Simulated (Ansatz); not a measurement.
Data:

```xyz
2
Lattice="0.0000 3.1661 3.1661 3.1661 0.0000 3.1661 3.1661 3.1661 0.0000" Properties=species:S:1:pos:R:3 pbc="T T T"
Na     0.0000     0.0000     0.0000
I      3.1661     3.1661     3.1661
```

No spin polarisation.

Calculations: PBE/PAW in Ansatz (an electronic-structure program), scalar-relativistic without spin-orbit coupling. Settings: 9×9×9 k-points, 0.05 eV Fermi–Dirac smearing.

Question: Estimate the pressure.

Answer: 1.73 GPa.

Question: Predict the band gap.

Answer: 3.83 eV.

With I present, leaving out spin-orbit coupling can change the band edges. The cells carry an imposed strain or load. No phonon test of stability was made. The cell was made from NaI in the rock salt structure (space group Fm-3m, No. 225) by this change: isotropic strain −3.00 %.
